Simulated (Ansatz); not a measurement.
O on the 1x1 (111) surface of fcc Ir, one in a 2x2 cell, energies for each (26.0 Å²). Energies are against ½ O2(g), without zero-point or thermal terms; each row is named by its start.

All values below come from PBE (plane waves to 420 eV, PAW; Ansatz, a program for electronic structure).

Set-up: 17 atoms, 6.6 Å thick at the start under the adsorbate (thin: gaps and levels are the slab's own); mesh 6x6x1; 0.1 eV smearing; dipole correction on; 8 atoms held, the rest relaxed; each run with such symmetry as its start has; spin where the adsorbate may keep a moment, no spin-orbit, no U, no dispersion correction.

A negative adsorption energy means that the adsorbate is more stable on the surface than in its reference. Starts that drift may end in the same place. Heights count from the host atoms within 0.3 Å of the top one.

| starting site | E_ads (eV) | height (Å) | nearest host atom (Å) | bonded to | Δ work function (eV) | lateral drift (Å) | moment (μB) |
|---|---|---|---|---|---|---|---|
| top Ir | -0.53 | 1.95 | Ir 1.78 | Ir | 0.84 | 0.0 | 1.1 |
| hollow Ir-Ir-Ir over Ir at depth 2.2 Å | -1.43 | 1.24 | Ir 2.04 | 3 Ir | 0.07 | 0.0 | – |
| hollow Ir-Ir-Ir over Ir at depth 4.4 Å | -1.65 | 1.24 | Ir 2.05 | 3 Ir | 0.16 | 0.0 | – |
| bridge Ir-Ir (span 2.7 Å) | -1.65 | 1.24 | Ir 2.05 | 3 Ir | 0.17 | 0.8 | – |
